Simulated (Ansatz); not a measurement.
The starting structures come from a database of crystals and need not be the phases stable at ambient conditions.

The decay constant κ of evanescent states in the gap governs leakage through a thin film.

Given:

```yaml
crystal:
  lattice:
    - [7.21938, 0.00000, 0.00000]
    - [3.60969, 7.15044, 0.00000]
    - [3.60969, -0.60742, 1.99357]
  atoms:
    - { symbol: In, position: [0.83313, 0.50020, 0.50020] }
    - { symbol: In, position: [0.66647, 0.00020, 0.00020] }
    - { symbol: P, position: [0.45853, 0.87480, 0.87480] }
    - { symbol: P, position: [0.29187, 0.37480, 0.37480] }
```

Space group of this cell: P6_3mc, wurtzite. The cell is taken as given.

Transport runs along the normal of the first two printed cell vectors, the (111) plane of the conventional cell.

No gap correction and no spin-orbit coupling; mid-gap values are interpolated between computed energies.

Task: Predict the band gap and the smallest decay constant κ at mid-gap from r2SCAN run with Ansatz (a program for electronic structure).

Result: Gap 1.11 eV on a 16×16×16 mesh; κ = 0.076 1/Å, at the zone centre.
